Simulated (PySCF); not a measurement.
PySCF 2.14.0, TPSSH/def2-svp, df: Mo(O)(NH)(NMe2)(Me) (C[N](C)[Mo]([CH3])(=[NH])=[O]), 17 atoms. The geometry is a generated start, not checked to be a minimum at this level.

```yaml
task: energy
method: tpssh
basis: def2-svp
two_electron_scheme: density fitting
mol.max_memory: 3000 MB
mf.max_cycle: 100
mf.init_guess: minao (default)
mf.DIIS: CDIIS (default)
mf.conv_tol: 1e-09 (default)
mf.grids.level: 3 (default)
effective_core_potentials: those of the basis set, past Kr
basis_functions: 165
grid_points: 204760
```

```xyz
17

Mo     0.4403    -1.1635     0.3070
O      1.7617    -1.4138     1.2541
N     -0.1867    -2.4036    -0.7323
H     -0.3641    -3.2835    -1.2094
N      0.3525     0.5563    -0.4797
C     -0.3117     0.9832    -1.6958
C      1.1532     1.6423     0.0605
H     -0.9393     1.8656    -1.5048
H      0.4216     1.2528    -2.4708
H     -0.9441     0.1727    -2.0672
H      1.8978     1.9855    -0.6762
H      0.5184     2.5024     0.3229
H      1.6746     1.3008     0.9604
C     -1.1447    -1.0250     1.7740
H     -0.9833    -0.1654     2.4416
H     -1.2165    -1.9112     2.4148
H     -2.1296    -0.8957     1.3007
```

Charge 0 and multiplicity 1 are set for this test and not shown to be the ground state.

One run each on 2 threads, 1 BLAS thread. Values of diis_space tried: 3, 5, 8 (default), 12, 20.

**Question.** How does the count of Fock builds change with diis_space, and where is it least?

**Answer.** Fewest Fock builds, within one of each other: 8 (default) with 16, 12 with 16, 20 with 16. The count rises to 18 at 5. The run ends without SCF convergence in 100 cycles at 3.

```csv
diis_space,Fock builds,end
3,101,no convergence
5,18,same solution
8 (default),16,same solution
12,16,same solution
20,16,same solution
```
